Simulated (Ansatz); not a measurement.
Defect migration in wurtzite ZnO: interstitial O, neutral cell. These are PBE, PAW (plane waves to 420 eV; Ansatz, an electronic-structure program) values and carry that method's errors.

72-site cell at the relaxed PBE lattice, one k-point at (0.125, 0.250, 0.250), smearing 0.01 eV, spin-restricted, no finite-size correction. No zero-point or tunnelling terms. The charge state is imposed; whether it is stable for some Fermi level was not computed. Sites that were not tried may lie lower.

Barriers: single points on a 2×2×2 k-point mesh shifted by half a step along c at the bands' geometries.

Relaxed starting cell (atoms counted from 1):

```
Zn36O37
1.0
    9.83847     0.00000     0.00000
   -4.91923     8.52036     0.00000
    0.00000     0.00000    10.58758
Zn O
36 37
Cartesian
  1.64879   0.96209   2.33291
  1.60238   0.93641   7.80369
 -0.00353   3.77222   2.62186
 -0.01424   3.82694   7.96980
 -1.66851   6.65262   2.62498
 -1.61848   6.61028   7.96559
  4.90559   0.96220   2.61838
  4.91600   0.93522   7.92327
  3.27492   3.78027   2.62095
  3.25779   3.80299   7.92275
  1.61990   6.62577   2.64722
  1.62459   6.62963   7.92172
  8.18734   0.95131   2.61870
  8.14389   0.92522   7.96510
  6.55082   3.79236   2.63593
  6.55369   3.79501   7.93918
  4.90969   6.63013   2.61433
  4.86283   6.60368   7.96436
 -0.23540   2.01472   5.40001
 -0.02536   1.90366  10.49940
 -1.63888   4.75489   5.28331
 -1.66118   4.74498  10.61021
 -3.31790   7.33631   5.40312
 -3.30178   7.57753  10.49173
  3.50411   2.03992   5.32807
  3.27235   1.91047  10.47043
  1.63342   4.74174   5.27513
  1.62827   4.75183  10.58696
 -0.01744   7.59906   5.26931
 -0.00863   7.58695  10.58846
  6.56656   1.92458   5.29348
  6.53421   1.91196  10.58338
  4.92948   4.74765   5.29179
  4.90242   4.73441  10.58500
  3.26392   7.58268   5.26327
  3.24603   7.57592  10.59655
  1.21640   0.72492   5.23183
  1.62193   0.95751   9.86948
 -0.01364   3.79962   4.63485
 -0.01743   3.81911   9.96122
 -1.65585   6.63629   4.63819
 -1.63569   6.62661   9.95659
  4.99847   0.95297   4.62019
  4.92153   0.94365   9.91327
  3.29791   3.87297   4.62319
  3.26041   3.81936   9.91254
  1.61353   6.63099   4.64585
  1.61882   6.63483   9.92751
  8.14000   0.94725   4.61954
  8.15948   0.93946   9.95482
  6.56489   3.80815   4.64444
  6.54817   3.80144   9.93977
  4.87216   6.59637   4.61323
  4.87446   6.62450   9.95280
 -0.03570   1.90231   1.93188
 -0.08684   1.93569   7.39338
 -1.64499   4.74495   2.02083
 -1.65148   4.73849   7.28356
 -3.30249   7.55266   1.92003
 -3.29662   7.49465   7.39663
  3.33420   1.93677   1.87175
  3.28515   1.90739   7.28115
  1.63010   4.73499   2.00151
  1.61959   4.73882   7.27966
 -0.01462   7.58206   2.00291
 -0.01507   7.57352   7.27505
  6.55359   1.90885   1.99008
  6.53925   1.90672   7.29254
  4.91724   4.73611   1.99171
  4.90834   4.72664   7.29056
  3.25733   7.57344   2.00736
  3.26101   7.57527   7.27448
  2.15945   1.19606   4.19934
```

End state 1 differs by these moves (Å; atoms that move under 0.08 Å are left out):

```json
[
 {"atom": "23", "element": "Zn", "Δx": "0.02", "Δy": "-0.03", "Δz": "-0.08"},
 {"atom": "25", "element": "Zn", "Δx": "-0.04", "Δy": "0.01", "Δz": "0.08"},
 {"atom": "37", "element": "O", "Δx": "0.46", "Δy": "-0.35", "Δz": "-1.03"},
 {"atom": "41", "element": "O", "Δx": "0.05", "Δy": "-0.08", "Δz": "-0.02"},
 {"atom": "43", "element": "O", "Δx": "-0.10", "Δy": "0.00", "Δz": "0.02"},
 {"atom": "60", "element": "O", "Δx": "0.00", "Δy": "0.06", "Δz": "-0.12"},
 {"atom": "62", "element": "O", "Δx": "0.05", "Δy": "0.04", "Δz": "0.12"},
 {"atom": "73", "element": "O", "Δx": "-0.54", "Δy": "0.22", "Δz": "1.05"}
]
```

Problem. Give the forward and backward barriers to end state 1 at the level PBE, PAW.

Solution. forward 0.23 eV, backward 0.23 eV; at the saddle point atom 73 has neighbours O at 1.52; Zn at 1.94, Zn at 2.13, Zn at 2.18 Å. The program found a first-order saddle point.
